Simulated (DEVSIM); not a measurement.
Structure: abrupt Si p-n junction, at 300 K.

| layer (left to right) | material | thickness (μm) | Nd (cm⁻³) | Na (cm⁻³) | τn (s) | τp (s) |
|---|---|---|---|---|---|---|
| 1 | Si | 7.30 | - | 1.5e16 | 1.9e-7 | 1.9e-7 |
| 2 | Si | 4.70 | 4.5e15 | - | 1.9e-7 | 1.9e-7 |

Left contact: ohmic. Right contact: ohmic. Voltage is applied to the left contact. Recombination: SRH at mid-gap, radiative. Mobility is constant in doping.

Constants are typed, rounded textbook-type inputs, not results; the design itself was drawn at random and stands for no fabricated device. Values at 300 K.

| parameter | Si |
|---|---|
| gap (eV) | 1.124 |
| affinity (eV) | 4.05 |
| permittivity | 11.7 |
| Nc (cm⁻³) | 2.86e19 |
| Nv (cm⁻³) | 3.1e19 |
| μn (cm²/Vs) | 1417 |
| μp (cm²/Vs) | 470 |
| B (cm³/s) | 4.7e-15 |

Simulated with DEVSIM: 1D drift-diffusion, Boltzmann statistics, complete ionisation; no tunnelling, impact ionisation, image-force lowering or self-heating.

Tabulate band edges, carrier densities and field at 0.9 V on the left contact.

Energies count from the Fermi level of the right contact; mesh points crowd at the junctions.

```tsv
x (μm)	Ec (eV)	Ev (eV)	n (cm⁻³)	p (cm⁻³)	field (V/cm)
0.000	0.027	-1.097	7700	1.5e16	300
0.03246	0.028	-1.096	2.1e14	1.5e16	300
0.1032	0.030	-1.094	6.6e14	1.6e16	280
0.2744	0.034	-1.090	1.6e15	1.7e16	250
0.9050	0.048	-1.076	4.2e15	1.9e16	200
2.066	0.068	-1.056	7.5e15	2.2e16	150
4.558	0.102	-1.022	1.2e16	2.7e16	120
6.435	0.123	-1.001	1.4e16	2.9e16	110
6.929	0.128	-0.996	1.4e16	2.9e16	110
7.156	0.131	-0.993	1.5e16	3.0e16	100
7.252	0.131	-0.993	1.5e16	2.9e16	-160
7.300	0.126	-0.998	1.9e16	2.4e16	-2800
7.332	0.122	-1.002	2.2e16	2.0e16	-470
7.408	0.121	-1.002	2.3e16	1.8e16	98
7.670	0.124	-1.000	2.2e16	1.8e16	120
8.196	0.131	-0.993	2.0e16	1.6e16	130
9.425	0.148	-0.976	1.6e16	1.2e16	160
10.83	0.176	-0.948	1.1e16	6.7e15	260
11.64	0.203	-0.921	7.2e15	2.7e15	470
11.86	0.216	-0.908	5.7e15	1.3e15	670
11.95	0.222	-0.902	4.9e15	5.0e14	810
12.00	0.226	-0.898	4.5e15	26000	850
```
